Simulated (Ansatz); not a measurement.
Base system: MgO in the rock salt structure (space group Fm-3m, No. 225; a = 4.254 Å).

One thing is altered: cell and atoms relaxed at a pressure of 3 GPa.

Levels (all Ansatz, a quantum-chemistry and plane-wave program, PAW): PBE (420 eV, no spin-orbit coupling); PBE+SOC (420 eV, spin-orbit coupling included).

The geometry is relaxed with PBE.

- PBE band gap = 4.64 eV
- PBE gap character = direct at Γ
- PBE valence-band top at Γ = 0.00, 0.00, 0.00 eV

With PBE+SOC at the same geometry, the band gap shrinks by 0.01 eV (4.64 eV → 4.63 eV); the hole mass (degenerate bands, along [100]) comes out as 0.53, 2.1 mₑ (at Γ); the gap character is still direct at Γ; the valence-band top at Γ (three highest Kramers pairs, from the VBM) becomes 0.00, 0.00, -0.04 eV (PBE: 0.00, 0.00, 0.00 eV). The threefold valence maximum splits by Δso ≈ 38 meV.

Single points use the geometry relaxed with PBE. Differences between runs with and without spin-orbit coupling are approximate. Load acts through the strain it causes; cell and atoms are relaxed under it. Masses are band curvatures over ±0.01 Å⁻¹ around the edge. Stability against distortions was not tested.
